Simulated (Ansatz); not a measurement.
Consider InSb in the zinc blende structure (space group F-43m, No. 216; a = 6.5189 Å).

All numbers come from PBEsol (Ansatz, an electronic-structure program; PAW; 420 eV plane waves; without spin-orbit coupling).

Strains are applied to the cell and any free atomic positions relax.

One change was made to it. Results:

The energy rises by 18 meV/atom; the pressure goes from zero to 3.0 GPa.

### Question
Which change produced these results?
(A) isotropic strain −3.00 %
(B) isotropic strain +2.00 %
(C) isotropic strain −2.00 %
(D) isotropic strain +3.00 %
(E) isotropic strain −0.50 %

### Answer
C, isotropic strain −2.00 %. For comparison, the energy relative to the base in the other runs: isotropic strain −0.50 % gives +1.1 meV/atom; isotropic strain −3.00 % gives +42 meV/atom; isotropic strain +3.00 % gives +33 meV/atom; isotropic strain +2.00 % gives +15 meV/atom.

Whether these cells are dynamically stable was not tested. All final runs are without spin polarisation.
